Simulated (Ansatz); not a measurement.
A computed series for Mg2Ge: response to strain

The reference is Mg2Ge in the anti-fluorite structure (space group Fm-3m, No. 225; a = 6.3640 Å). Axes: x, y, z lie along the cube axes.

Strains are applied to the cell and any free atomic positions relax; under stress the whole cell relaxes.

Calculations: PBEsol in Ansatz (plane waves to 420 eV, PAW, spin-orbit coupling left out), earlier PAW set.

Candidates:
(a) isotropic strain −3.12 %
(b) strain tensor (xx, yy, zz, yz, xz, xy) = (−0.14, +1.18, +1.03, −1.09, +0.08, +1.85) %
(c) uniaxial stress, 8 GPa tension along x
(d) uniaxial stress, 1 GPa tension along z

Notes on the quantities. energy relative to the base: free energy F.

Q: Order them by energy relative to the base, highest first.

A: (c) uniaxial stress, 8 GPa tension along x (+48 meV/atom), (a) isotropic strain −3.12 % (+34 meV/atom), (b) strain tensor (xx, yy, zz, yz, xz, xy) = (−0.14, +1.18, +1.03, −1.09, +0.08, +1.85) % (+7.1 meV/atom), (d) uniaxial stress, 1 GPa tension along z (+0.6 meV/atom)

Stability under load was not tested beyond the relaxation. All final runs are without spin polarisation.

Ansatz is an electronic-structure program.
